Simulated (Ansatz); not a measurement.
**LiCl: energy against volume**

LiCl (rock salt, Fm-3m, 16.235 Å³/atom and stress up to 0.01 GPa in the relaxed cell, cube axes along x, y and z) under an equal strain ε along all three axes. PBEsol in Ansatz, a plane-wave DFT program (PAW, default set), 420 eV, 11×11×11 Γ-centred mesh, Fermi-Dirac smearing 0.05 eV; ions are relaxed, or left where forces stay under 0.02 eV/Å, within the symmetry of each cell.

Here V stands for volume and E for E less E0.

```csv
volume (Å³/atom),E less E0 (meV/atom),pressure (GPa)
15.2799,6.86,2.43
15.5150,3.80,1.76
15.7524,1.66,1.13
15.9923,0.41,0.55
16.2346,0.00,0.00
16.4794,0.39,-0.51
16.7265,1.54,-0.98
16.9762,3.42,-1.42
17.2283,5.98,-1.83
17.7400,?,?
```

Fit E of the 9 rows that show it with the third-order Birch-Murnaghan form, a cubic in V^(-2/3). With u = V^(-2/3) - 0.156, the rows have u = 0.006400, 0.004755, 0.003136, 0.001541, -0.000031, -0.001579, -0.003104, -0.004607, -0.006087. Least squares gives E = 0.000 + 12.5·u + 164493·u² + 167919·u³. Residuals (row less fit): -0.002, 0.003, -0.002, 0.000, 0.000, 0.000, -0.001, 0.003, -0.001; standard error 0.002 (degrees of freedom: 5). Its minimum lies at u = -0.000038, so V0 = (0.155962)^(-3/2) = 16.24. There d²E/du² = 328900 and d³E/du³ = 1008000, so B0 = (4/9) × 16.24^(-7/3) × 328900 × 0.160218 = 35.1 GPa (the last factor turns the table's units into GPa), and B0' = 4 + (2/3) × 0.155962 × (1008000)/328900 = 4.3. B0' rests on the cubic coefficient alone and has a standard error of 0.1 from these residuals.

**Question.** Predict the withheld E at V = 17.7400 from the fit, and compare with the calculation.

**Answer.** u = -0.008984, so E = 0.000 + 12.5 × (-0.008984) + 164493 × (-0.008984)² + 167919 × (-0.008984)³ = 13.043 meV/atom. The calculation gives 13.03 meV/atom, 0.013 meV/atom below the prediction (0.1 % of the range of E in the table). The row lies outside the fitted rows, so this is an extrapolation. The scatter of the fitted rows lies at the last printed digit.

Other structures, which can take over under pressure, weren't tried. The same form fitted to the pressure column gives B0' = 4.3; series where the two differ by over 0.4 aren't shown. Rows are the converged runs of the series near zero and its far end, less any whose ions stayed unrelaxed beside relaxed ones; series whose fitted rows scatter by over a few per cent of the range, as at a crossing or softening among them, aren't shown in this form.
